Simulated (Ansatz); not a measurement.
**Re: tensor shear ε_xz = +2.00 %**

The reference is Re in the hcp (Mg type) structure (space group P6_3/mmc, No. 194; a = 2.752 Å, c = 4.440 Å; relaxed with 0.1 eV smearing). Axes: x lies along a and z along c of the hexagonal cell.

Now apply this change: tensor shear ε_xz = +2.00 % (engineering shear γ = 0.0400), atoms relaxed at fixed cell.

Calculations: PBEsol/PAW in Ansatz (a quantum-chemistry and plane-wave program), scalar-relativistic without spin-orbit coupling. k-mesh 24×24×13 (Γ-centred); smearing 0.1 eV (Fermi–Dirac).

The volume per atom hardly moves (14.56 Å³ against 14.55 Å³) and the space group goes from P6_3/mmc (No. 194) to C2/c (No. 15). The shortest interatomic distance decreases by 0.044 Å to 2.686 Å and the energy goes up by 13 meV/atom. The pressure (mean of the normal stresses, compression positive) goes from zero to 0.5 GPa and the band gap stays zero. The stress (xx, yy, zz, yz, xz, xy; compression positive) is (0.2, 0.5, 0.6, 0.0, -6.9, 0.0) GPa.

The cells carry an imposed strain or load. Stability against distortions was not tested. All final runs are without spin polarisation.
